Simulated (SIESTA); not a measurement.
SIESTA run on Na3BrO (P4mm, 5 atoms in the cell): self-consistent single point

Method: GGA PBEsol, numerical atomic orbitals DZP, PseudoDojo PBEsol standard norm-conserving potentials (rewritten from UPF to PSML) (SIESTA 5.4.2).

Input as run:

```
# files in the folder: Na.psml Br.psml O.psml (PseudoDojo PBEsol standard)
SystemName  Na3BrO
SystemLabel na3bro

NumberOfAtoms                5
NumberOfSpecies              3
%block ChemicalSpeciesLabel
  1 11 Na
  2 35 Br
  3 8 O
%endblock ChemicalSpeciesLabel
LatticeConstant              4.510464 Ang
%block LatticeVectors
     1.000000000    0.000000000    0.000000000
     0.000000000    1.000000000    0.000000000
     0.000000000    0.000000000    1.000000000
%endblock LatticeVectors
AtomicCoordinatesFormat      Ang
%block AtomicCoordinatesAndAtomicSpecies
     0.049998493    2.255232000    2.255232000  1
     2.255232000    0.000000000    2.255232000  1
     2.255232000    2.255232000    0.000000000  1
     0.000000000    0.000000000    0.000000000  2
     2.255232000    2.255232000    2.255232000  3
%endblock AtomicCoordinatesAndAtomicSpecies

XC.functional                GGA
XC.authors                   PBEsol
PAO.BasisSize                DZP
PAO.EnergyShift              0.005 Ry
MeshCutoff                   400 Ry
%block kgrid.MonkhorstPack
    3   0   0  0.0
    0   3   0  0.0
    0   0   3  0.0
%endblock kgrid.MonkhorstPack
OccupationFunction           FD
ElectronicTemperature        20.0 meV

MaxSCFIterations             150
SCF.Mixer.Method             Pulay
SCF.Mixer.Weight             0.2
SCF.Mixer.History            8
SCF.DM.Tolerance             1.0E-04
Diag.ParallelOverK           true
WriteForces                  true
```

Output, abridged:

```
reinit: Reading from file input.fdf

reinit: System Name: Na3BrO
reinit: System Label: na3bro

coor:   Atomic-coordinates input format  =     Cartesian coordinates
coor:                                          (in Angstroms)

siesta: Atomic coordinates (Bohr) and species
siesta:      0.09448   4.26177   4.26177  1        1
siesta:      4.26177   0.00000   4.26177  1        2
siesta:      4.26177   4.26177   0.00000  1        3
siesta:      0.00000   0.00000   0.00000  2        4
siesta:      4.26177   4.26177   4.26177  3        5

siesta: System type = bulk

initatomlists: Number of atoms, orbitals, and projectors:      5    53    55

siesta: ******************** Simulation parameters ****************************
redata: Spin configuration                          = none
redata: Time-Reversal Symmetry                      = T
redata: Number of Atomic Species                    =        3
redata: Mesh Cutoff                                 =   400.0000 Ry
redata: Net charge of the system                    =     0.0000 |e|
redata: Min. number of SCF Iter                     =        0
redata: Max. number of SCF Iter                     =      150
redata: SCF convergence failure will abort job
redata: SCF mix quantity                            = Hamiltonian
redata: Mix DM or H after convergence               =   F
redata: Recompute H after scf cycle                 =   F
redata: Mix DM in first SCF step                    =   T
redata: No kicks to SCF
redata: DM Mixing Weight for Kicks                  =     0.5000
redata: Require Harris convergence for SCF          =   F
redata: Harris energy tolerance for SCF             =     0.000100 eV
redata: Require DM convergence for SCF              =   T
redata: DM tolerance for SCF                        =     0.000100
redata: Require EDM convergence for SCF             =   F
redata: EDM tolerance for SCF                       =     0.001000 eV
redata: Require H convergence for SCF               =   T
redata: Hamiltonian tolerance for SCF               =     0.001000 eV
redata: Require (free) Energy convergence for SCF   =   F
redata: (free) Energy tolerance for SCF             =     0.000100 eV
redata: Using DFT-D3 dispersion                     =   F
redata: Using Saved Data (generic)                  =   F
redata: Method of Calculation                       = Diagonalization
redata: Electronic Temperature                      =   232.0904 K
redata: Number of TDED substeps                     =        3
redata: Dynamics option                             = Single-point calculation
redata: Save all siesta data in one NC              =   F
redata: ***********************************************************************

%block SCF.Mixers
  Pulay
%endblock SCF.Mixers

%block SCF.Mixer.Pulay
  # Mixing method
  method pulay
  variant stable

  # Mixing options
  weight 0.2000
  weight.linear 0.2000
  history 8
%endblock SCF.Mixer.Pulay

DM_history_depth set to one: no extrapolation allowed by default for geometry relaxation
Size of DM history Fstack: 1
Total number of electrons:    40.000000
Total ionic charge:    40.000000

* ProcessorY, Blocksize:    1  54

* Orbital distribution balance (max,min):    53    53

 Kpoints in:           18 . Kpoints trimmed:           14

siesta: k-grid: Number of k-points = 14
siesta: k-points from Monkhorst-Pack grid
siesta: k-cutoff (effective) =     6.766 Ang
siesta: k-point supercell and displacements
siesta: k-grid:     3     0     0      0.000
siesta: k-grid:     0     3     0      0.000
siesta: k-grid:     0     0     3      0.000

diag: Algorithm                                     = D&C
diag: Parallel over k                               =   F
diag: Use parallel 2D distribution                  =   F
diag: Parallel block-size                           = 54
diag: Parallel distribution                         =     1 x     1
diag: Used triangular part                          = Lower
diag: Absolute tolerance                            =  0.100E-15
diag: Orthogonalization factor                      =  0.100E-05
diag: Memory factor                                 =  1.0000

superc: Internal auxiliary supercell:     5 x     5 x     5  =     125
superc: Number of atoms, orbitals, and projectors:    625   6625   6875

                        Single-point calculation

superc: Internal auxiliary supercell:     5 x     5 x     5  =     125
superc: Number of atoms, orbitals, and projectors:    625   6625   6875

outcell: Unit cell vectors (Ang):
        4.510464    0.000000    0.000000
        0.000000    4.510464    0.000000
        0.000000    0.000000    4.510464

outcell: Cell vector modules (Ang)   :    4.510464    4.510464    4.510464
outcell: Cell angles (23,13,12) (deg):     90.0000     90.0000     90.0000
outcell: Cell volume (Ang**3)        :     91.7622
new_DM -- step:     1
Initializing Density Matrix...

Attempting to read DM from file... Failed...
DM filled with atomic data:

InitMesh: MESH = 60 x 60 x 60 = 216000
InitMesh: Mesh cutoff (required, used) =   400.000   489.060 Ry

stepf: Fermi-Dirac step function

        iscf     Eharris(eV)        E_KS(eV)     FreeEng(eV)     dDmax    Ef(eV) dHmax(eV)
   scf:    1    -4577.738239    -4597.741478    -4597.741478  0.780789 -6.130819 18.981497
   scf:    2    -4607.368500    -4603.411500    -4603.411500  0.293047 -6.490758  7.560931
   scf:    3    -4604.043548    -4604.458173    -4604.458173  0.167154 -5.338111  2.115297
   scf:    4    -4600.001433    -4603.128594    -4603.128594  0.210899 -7.144984  8.372545
   scf:    5    -4605.248617    -4604.528011    -4604.528011  0.106964 -5.752303  1.759334
   scf:    6    -4604.622364    -4604.584984    -4604.584984  0.021382 -5.764128  0.662739
   scf:    7    -4604.598447    -4604.593155    -4604.593155  0.008929 -5.761369  0.242505
   scf:    8    -4604.594499    -4604.594418    -4604.594418  0.005827 -5.762103  0.024943
   scf:    9    -4604.594432    -4604.594426    -4604.594426  0.000175 -5.761980  0.016015
   scf:   10    -4604.594432    -4604.594429    -4604.594429  0.000440 -5.762768  0.009879
mix: Pulay -- inversion failed, > SVD [rank/size] 4 / 7
   scf:   11    -4604.594432    -4604.594431    -4604.594431  0.000214 -5.762752  0.000061
   scf:   12    -4604.594431    -4604.594431    -4604.594431  0.000012 -5.762775  0.000556

SCF Convergence by DM+H criterion
max |DM_out - DM_in|         :     0.0000117924
max |H_out - H_in|      (eV) :     0.0005562347
SCF cycle converged after 12 iterations

Using DM_out to compute the final energy and forces

siesta: E_KS(eV) =            -4604.5944

siesta: E_KS - E_eggbox =     -4604.5944

siesta: Atomic forces (eV/Ang):
     1   -0.318676   -0.000000   -0.000000
     2    0.054921   -0.000000   -0.000000
     3    0.054921   -0.000000    0.000000
     4    0.012598    0.000000   -0.000000
     5    0.210943    0.000000    0.000000
   Tot    0.014708   -0.000000    0.000000
   Max    0.318676
   Res    0.100745    sqrt( Sum f_i^2 / 3N )
   Max    0.318676    constrained

Stress tensor Voigt[x,y,z,yz,xz,xy] (kbar):       -3.11       -1.78       -1.78       -0.00        0.00        0.00
(Free)E + p*V (eV/cell)    -4604.4671
Target enthalpy (eV/cell)    -4604.5944

siesta: Program's energy decomposition (eV):
siesta: Ebs     =     -1045.742380
siesta: Eions   =      5834.865581
siesta: Ena     =       552.502600
siesta: Ekin    =      2684.386012
siesta: Enl     =     -1213.683394
siesta: Eso     =         0.000000
siesta: Edftu   =         0.000000
siesta: DEna    =        10.841524
siesta: DUscf   =         2.060136
siesta: DUext   =         0.000000
siesta: Ex      =      -752.104364
siesta: Ec      =       -53.731362
siesta: Exc     =      -805.835726
siesta: Eharris =     -4604.594431
siesta: Etot    =     -4604.594431
siesta: FreeEng =     -4604.594431

siesta: Atomic forces (eV/Ang):
siesta:      1   -0.318676   -0.000000   -0.000000
siesta:      2    0.054921   -0.000000   -0.000000
siesta:      3    0.054921   -0.000000    0.000000
siesta:      4    0.012598    0.000000   -0.000000
siesta:      5    0.210943    0.000000    0.000000
siesta: ----------------------------------------
siesta:    Tot    0.014708   -0.000000    0.000000

siesta: Stress tensor (static) (eV/Ang**3):
siesta:    -0.001942    0.000000   -0.000000
siesta:     0.000000   -0.001111   -0.000000
siesta:     0.000000   -0.000000   -0.001111

siesta: Cell volume =         91.762167 Ang**3

siesta: Pressure (static):
siesta:                Solid            Molecule  Units
siesta:           0.00001512         -0.00001208  Ry/Bohr**3
siesta:           0.00138811         -0.00110915  eV/Ang**3
siesta:           2.22400138         -1.77705586  kBar
```

The run converged in 12 iterations.

The starting cell comes from a database of computed structures (which also holds hypothetical and non-ambient phases and stackings), without a prior relaxation at this level. Its lattice was rescaled by up to half a per cent. One atom was moved a little off its site on purpose. Values carry the incompleteness of an atom-centred basis.

Cost on one core of a shared machine: roughly 80 s.
